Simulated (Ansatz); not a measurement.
# Effect of uniaxial strain ε_zz = −0.50 % on Pt

Base system: Pt in the fcc (Cu type) structure (space group Fm-3m, No. 225; a = 3.895 Å; relaxed with 0.1 eV smearing). Axes: x, y, z lie along the cube axes.

Now apply this change: uniaxial strain ε_zz = −0.50 %, all other strain components held at zero, atoms relaxed at fixed cell.

Method: plane-wave PAW DFT at the LDA level (Ansatz, a quantum-chemistry and plane-wave program, 420 eV), without spin-orbit coupling. Γ-centred 29×29×29 mesh, Fermi–Dirac width 0.1 eV.

```tsv
quantity	base	changed	shift
volume per atom	14.78 Å³	14.70 Å³	-0.074 Å³
space group	Fm-3m (No. 225)	I4/mmm (No. 139)	–
shortest interatomic distance	2.754 Å	2.748 Å	-0.0069 Å
energy relative to the base (free energy F)	0 meV/atom	+0.4 meV/atom	+0.4 meV/atom
pressure (mean of the normal stresses, compression positive)	0.0 GPa	1.6 GPa	+1.6 GPa
band gap	zero	zero	–
stress (xx, yy, zz, yz, xz, xy; compression positive)	–	(1.4, 1.4, 1.9, 0.0, 0.0, 0.0) GPa	–
```

Whether these cells are dynamically stable was not tested. The final runs are not spin-polarised.
